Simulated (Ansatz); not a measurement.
An ideal cubic perovskite cell is held by its symmetry; such compounds can tilt or shift off centre at room temperature.

Tunnelling through a barrier is set by its complex band structure: the current falls as exp(−2κd) with the smallest κ.

```yaml
crystal:
  lattice:
    - [5.94863, 0.00000, 0.00000]
    - [0.00000, 5.94863, 0.00000]
    - [0.00000, 0.00000, 5.94863]
  atoms:
    - { symbol: Cs, position: [0.00000, 0.00000, 0.00000] }
    - { symbol: Pb, position: [0.50000, 0.50000, 0.50000] }
    - { symbol: Br, position: [0.50000, 0.50000, 0.00000] }
    - { symbol: Br, position: [0.00000, 0.50000, 0.50000] }
    - { symbol: Br, position: [0.50000, 0.00000, 0.50000] }
```

Space group of this cell: Pm-3m, cubic perovskite. The cell is taken as given.

Transport runs along the normal of the first two printed cell vectors, the (001) plane of the conventional cell.

No gap correction and no spin-orbit coupling; mid-gap is the computed energy nearest the middle.

Compute, with r2SCAN run with Ansatz (a program for electronic structure), the band gap and the smallest decay constant κ at mid-gap.

Gap 2.06 eV on a 6×6×6 mesh; κ = 0.121 1/Å, at (0.500, 0.500) of the in-plane reciprocal vectors. At the zone centre the slowest state has κ = 0.19 1/Å.
